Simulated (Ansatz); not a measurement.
Start from BeS in the rock salt structure (space group Fm-3m, No. 225; a = 4.590 Å; a hypothetical phase, not in the database extracts checked). Axes: x, y, z lie along the cube axes.

Computed with PBEsol (Ansatz, a first-principles code, PAW, no SOC).

Strains are applied to the cell and any free atomic positions relax; under biaxial strain the out-of-plane vector relaxes too.

One change was made to it. Results:

```tsv
quantity	base	after
band gap	0.95 eV	0.32 eV
smallest direct gap	4.27 eV	3.40 eV
energy relative to the base (free energy F)	0 meV/atom	+23 meV/atom
```

**Question.** Name the change that was made.
(A) biaxial strain −3.51 %, plane normal [001], relaxed out of plane
(B) tensor shear ε_yz = −3.56 %
(C) uniaxial strain ε_xx = −4.65 %

**Answer.** B, tensor shear ε_yz = −3.56 %. For comparison, the band gap in the other runs: uniaxial strain ε_xx = −4.65 % gives 0.59 eV; biaxial strain −3.51 %, plane normal [001], relaxed out of plane gives 0.62 eV.

Gaps are read on the SCF mesh and a high-symmetry path. No phonon test of stability was made.
